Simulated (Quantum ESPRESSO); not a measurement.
# What a tighter setting buys: K_POINTS, Al10Si2O19 (Pm, 31 atoms in the cell)

Cell: a = 7.5560 Å, b = 2.9390 Å, c = 15.9749 Å, α = 90.00°, β = 90.70°, γ = 90.00°.

Level of theory: LDA (PZ), GBRV 1.5 ultrasoft (LDA) pseudopotentials (plane waves; Quantum ESPRESSO).

Base settings: ecutwfc = 40 Ry; ecutrho = 200 Ry; occupations = smearing; smearing = gaussian; degauss = 0.00147 Ry; potentials = {Al: al_lda_v1.uspp.F.UPF, Si: si_lda_v1.uspp.F.UPF, O: o_lda_v1.2.uspp.F.UPF}; K_POINTS = automatic 3 8 1 1 1 1; conv_thr = 1e-09 Ry.

Misses are taken against the tightest run, automatic 6 15 3 1 1 1, which need not be fully converged itself. The energy is the free energy per atom.

The count of work is k-points × plane waves × bands × iterations; it is no time, and leaves out set-up, grids and terms that scale otherwise. Core times come from one kind of shared machine and are given to one figure; runs under 30 s give none.

The starting cell comes from a database of computed structures (which also holds hypothetical and non-ambient phases and stackings), without a prior relaxation at this level. In the base run, with a pressure of about -7 GPa the cell is away from its equilibrium volume at this level.

```csv
K_POINTS,energy less reference (meV/atom),pressure less reference (GPa),largest difference in the force on any atom (eV/Å),count of work / reference,core time / reference (rough)
automatic 1 1 1 1 1 1,-680.99,-5.74,1.766,0.013,0.03
automatic 1 2 1 1 1 1,-68.86,-0.48,0.381,0.014,0.04
automatic 1 3 1 1 1 1,-8.80,0.02,0.122,0.028,0.05
automatic 2 4 1 1 1 1,-0.98,0.00,0.008,0.028,0.05
automatic 2 5 1 1 1 1,-0.18,0.00,0.001,0.042,0.06
automatic 3 8 1 1 1 1,-0.01,0.00,0.000,0.11,0.1
automatic 3 6 2 1 1 1,-0.03,0.00,0.000,0.12,0.1
automatic 3 8 2 1 1 1,0.00,0.00,0.000,0.17,0.2
automatic 4 11 2 1 1 1,0.00,0.00,0.000,0.33,0.4
automatic 5 12 3 1 1 1,0.00,0.00,0.000,0.67,0.7
automatic 6 15 3 1 1 1,0.00,0.00,0.000,1.0,1
```

Coarsest setting among those run that, with all tighter ones, holds the energy within 10 meV/atom of the reference: automatic 1 3 1 1 1 1, off by 8.8 meV/atom; it needs 0.028 of the reference's count of work and about 0.05 of the reference's time.

Coarsest setting among those run that, with all tighter ones, holds the energy within 2 meV/atom of the reference: automatic 2 4 1 1 1 1, off by 0.98 meV/atom; it needs 0.028 of the reference's count of work and about 0.05 of the reference's time.

The step from automatic 1 3 1 1 1 1 to automatic 3 8 1 1 1 1: it takes the miss in the energy from 8.8 to 0.01 meV/atom, for 4.0 times the count of work and roughly 3 times the time.
